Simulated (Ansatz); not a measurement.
Results of r²SCAN+rVV10 in Ansatz (PAW) for SiO2 (within 0.1 Å of C222₁, No. 20, 12 atoms in the cell; start mp-555891; a measured phase of this formula has another space group).

Settings: plane-wave cutoff 560 eV, 8×4×8 k mesh (along the axes of the cell as run), Fermi–Dirac smearing 0.01 eV, scalar-relativistic PAW data made under PBE.

Cell (relaxed at this level):

```
O2Si
1.0
    4.83605     0.00000    -0.02186
    0.00000     8.07867     0.00000
   -2.39777     0.00000     4.39455
Si O
4 8
Direct
  0.55531   0.93817   0.32605
  0.44469   0.43817   0.67395
  0.22937   0.06432   0.67416
  0.77063   0.56432   0.32584
  0.85780   0.05797   0.43122
  0.14220   0.55797   0.56878
  0.27858   0.00130   0.00015
  0.72142   0.50130   0.99985
  0.57330   0.44448   0.43096
  0.42670   0.94448   0.56904
  0.34960   0.25125   0.69914
  0.65040   0.75125   0.30086
```

Question: Give the computed band gap.

Answer: 
band gap: 6.27 eV (direct)

The computed numbers hold no vibrational or temperature effects.

A start named mp-… is a Materials Project structure, which need not be a measured phase.

Ansatz is a quantum-chemistry and plane-wave program.
